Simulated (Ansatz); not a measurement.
We consider TaN (model structure, started from the NbAs type, I4₁md, No. 109, 4 atoms in the cell), described by r²SCAN in Ansatz (plane waves, PAW).

Numerical settings: plane-wave cutoff 560 eV, 18×18×18 k mesh, Fermi–Dirac smearing 0.01 eV, scalar-relativistic PAW data made under PBE.

Cell (relaxed at this level):

```
TaN
1.0
   -1.45078     1.45078     5.11973
    1.45078    -1.45078     5.11973
    1.45078     1.45078    -5.11973
Ta N
2 2
Direct
  0.49875   0.49875   0.00000
  0.24875   0.74875   0.50000
  0.91725   0.91725   0.00000
  0.66725   0.16725   0.50000
```

Problem. Give the computed band gap, direct gap at Γ and bulk modulus B0.

Solution. 
- band gap: 0.80 eV (on the SCF k mesh)
- direct gap at Γ: 5.15 eV
- bulk modulus B0: 359 GPa

Note: the bulk modulus is −V dP/dV from two relaxed cells at ±2 % in volume; the relaxation could raise the start's symmetry but not lower it, so the cell can be a saddle point.

Spin–orbit coupling is not included.

Computed values are for the static lattice.

A model structure was made by putting elements into a prototype or built by hand; it is no filed structure, need not be a known phase, and can be a saddle point held by its symmetry.

Ansatz is a first-principles code.
